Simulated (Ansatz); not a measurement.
Results of PBE0 in Ansatz (PAW) for AlSiCN (P3m1, No. 156, 4 atoms in the cell; start mp-1227998).

Settings: plane-wave cutoff 460 eV, 9×9×6 k mesh (along the axes of the cell as run), Fermi–Dirac smearing 0.01 eV, scalar-relativistic PAW data made under PBE.

The cell is the one relaxed with PBEsol. Conventional cell: a = 3.0941 Å, b = 3.0941 Å, c = 5.0268 Å, α = 90.00°, β = 90.00°, γ = 120.00°.

```
AlCNSi
1.0
    3.09407     0.00000     0.00000
   -1.54703     2.67954     0.00000
    0.00000     0.00000     5.02683
Al Si C N
1 1 1 1
Direct
  0.33333   0.66667   0.50719
  0.66667   0.33333   0.99732
  0.33333   0.66667   0.10847
  0.66667   0.33333   0.63701
```

### Question
List the 10 lowest band energies at Γ above −25 eV (eV, relative to the valence band maximum), grouping those that round alike.

### Answer
At Γ: -17.93, -13.79, -8.37, -2.16 (×2), -0.44, 0.00 (×2), 6.09, 8.22.

Note: the run warned that its exchange threshold was loose for the stress; cell and atoms aren't relaxed at this level (pressure -1.7 GPa).

A start named mp-… is a Materials Project structure, which need not be a measured phase.

Ansatz is a quantum-chemistry and plane-wave program.
